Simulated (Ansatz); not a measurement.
Results of G0W0@PBEsol+SOC (Ansatz, a first-principles code, plane waves, hard PAW, contour deformation, complete-basis limit, spin–orbit shift from PBEsol) for Na₃P (P6₃/mmc, No. 194, 8 atoms in the cell; start COD 1010294).

Numerical settings: largest k mesh 6×6×2 (not extrapolated in the mesh).

Cell (measured lattice):

```
Na3P
1.0
    4.98000     0.00000     0.00000
   -2.49000     4.31281     0.00000
    0.00000     0.00000     8.79700
P Na
2 6
Cartesian
  0.00000   2.87521   2.19925
  2.49000   1.43760   6.59775
  0.00000   0.00000   2.19925
  0.00000   0.00000   6.59775
  0.00000   2.87521   5.12865
  2.49000   1.43760   0.73015
  0.00000   2.87521   8.06685
  2.49000   1.43760   3.66835
```

Estimate the band gap that the calculation returns.


- band gap = 0.93 eV

Note: spin–orbit coupling enters as the shift of the gap found with a semilocal functional; cell and atoms aren't relaxed at this level.

It cost around 90 core-minutes (rough) of CPU time.
